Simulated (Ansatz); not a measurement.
Consider CuI in the zinc blende structure (space group F-43m, No. 216; a = 5.939 Å). Axes: x, y, z lie along the cube axes.

Level of theory: PBEsol (Ansatz, a quantum-chemistry and plane-wave program, PAW, no spin-orbit coupling).

Before the change:

The valence-band top at Γ is 0.00, 0.00, 0.00 eV and the band gap comes out as 1.17 eV.

One thing is altered: the symmetric strain tensor [0.0026 0.0018 0.0054; 0.0018 -0.0210 -0.0078; 0.0054 -0.0078 -0.0108], atoms relaxed at fixed cell.

Task: What happens to the valence-band top at Γ, band gap, energy relative to the base and largest internal atomic displacement?

Result: The valence-band top at Γ (three highest levels, from the VBM) becomes 0.00, -0.03, -0.06 eV (base: 0.00, 0.00, 0.00 eV); the band gap goes up by 0.054 eV (1.17 eV → 1.23 eV); the energy increases by 4.8 meV/atom; the largest internal atomic displacement amounts to 0.014 Å.

With I present, leaving out spin-orbit coupling can change the band edges. Whether these cells are dynamically stable was not tested. The final runs are not spin-polarised.
